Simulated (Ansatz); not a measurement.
We consider GaN (model structure, started from the GeS type, Fm-3m, No. 225, 8 atoms in the cell; like a known high-pressure phase), described by PBEsol in Ansatz (PAW).

Input:

Ansatz 0.2 input:
```yaml
crystal:
  lattice:
    - [8.4388711112, 0.0, 0.0]
    - [0.0, 2.9835911681, 0.0]
    - [0.0, 0.0, 2.9835932402]
  atoms:
    - { symbol: Ga, position: [0.1249999826, 0.25, 0.2499997252] }
    - { symbol: Ga, position: [0.3750000174, 0.75, 0.7499997252] }
    - { symbol: Ga, position: [0.8750000174, 0.75, 0.7500002748] }
    - { symbol: Ga, position: [0.6249999826, 0.25, 0.2500002748] }
    - { symbol: N, position: [0.8750001194, 0.25, 0.2500006433] }
    - { symbol: N, position: [0.6249998806, 0.75, -0.2499993567] }
    - { symbol: N, position: [0.1249998806, 0.75, 0.7499993567] }
    - { symbol: N, position: [0.3750001194, 0.25, 1.2499993567] }
basis:
  ecutwfc: 520
  ecutrho_ratio: 4
  xc_grid: 2
kpoints:
  mp_grid: { grid: [8, 18, 18] }
hamiltonian:
  xc: pbesol
  dispersion: none
  pseudopotentials: { kind: paw }
scf:
  occupations: { method: fermi_dirac, width: 0.05 }
  convergence: { dr2_threshold: 0.0000000008 }
output:
  forces: true
  stress: true
  eigenvalues: true
```

Output (set-up and result lines):

```
WARN the atoms were moved onto the symmetric positions of the space group found under crystal.symmetry.tolerance 1.0e-5 (fractional …
Crystal: 8 atoms, lattice volume = 75.121 Å³
Basis set: ecut = 520 eV, 2031 PW (Γ), exchange–correlation on 128×48×48 points (8 copies of the dense FFT grid, shifted against one another)
Bands: 44, of which v1, the nominal top of the filled ones, is band 36 counted from 1 (35 counted from 0)
Symmetry: 64 space group operations
Space group: Fm-3m (ITA 225), of the structure as read, at distance tolerance 4.2e-5 Å
k-points: 275 of 2592
Functional: x = pbesol(κ = 0.804, μ = 0.12345679012345678), c = pbesol(β = 0.046)
SCF iter   1: F=—  HF=-16488.031829 eV  |F-HF|=—  |Δ(HF+E_count)|=         —  Δρ=1.32e-2  dr2=1.27e-1
SCF iter   2: F=—  HF=-16487.993440 eV  |F-HF|=—  |Δ(HF+E_count)|=   3.84e-2  Δρ=2.77e-3  dr2=5.26e-3
  ...
SCF iter   7: F=—  HF=-16487.992630 eV  |F-HF|=—  |Δ(HF+E_count)|=   1.79e-8  Δρ=4.08e-6  dr2=6.73e-9
SCF iter   8: F=-16487.992630 eV  HF=-16487.992630 eV  |F-HF|=1.82e-11  |Δ(HF+E_count)|=   2.48e-9  Δρ=2.56e-7  dr2=2.50e-11
SCF 1 converged in 8 iterations: F = -16487.992630 eV  dr2 = 2.50e-11
SCF converged after 8 iterations
Free energy (F): -16487.992630 eV
Internal energy: -16487.992580 eV  (E = F + TS)
E sigma→0 (E₀):  -16487.992605 eV
Fermi energy:    13.505620 eV
--- Stress (GPa, compression-positive) ---
       -0.000247       0.000000       0.000000
        0.000000      -0.000172       0.000000
        0.000000       0.000000      -0.000172
  P = ⅓ Tr σ = -0.0002 GPa (-0.002 kbar)
```

The PAW data were made under PBE.

The result took around 60 core-seconds (rough).

A model structure was made by putting elements into a prototype or built by hand; it is no filed structure, need not be a known phase, and can be a saddle point held by its symmetry.

Ansatz is an electronic-structure program.
